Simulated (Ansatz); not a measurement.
Consider the following.

```
Rh
1.0
    0.00000     1.84352     1.84352
    1.84352     0.00000     1.84352
    1.84352     1.84352     0.00000
Rh
1
Direct
  0.00000   0.00000   0.00000
```

No spin polarisation.

The values are results of PBEsol, PAW, 420 eV (Ansatz, a quantum-chemistry and plane-wave program; no SOC), not measurements. Settings: 30×30×30 k-points, 0.1 eV Fermi–Dirac smearing.

Predict the pressure, band gap and space group.


```json
{
  "pressure": "27.0 GPa",
  "band_gap": "zero",
  "space_group": "Fm-3m (No. 225)"
}
```

The cells carry an imposed strain or load. Whether these cells are dynamically stable was not tested. The final runs are not spin-polarised. The cell was made from Rh in the fcc (Cu type) structure (space group Fm-3m, No. 225) by this change: isotropic strain −2.50 %.
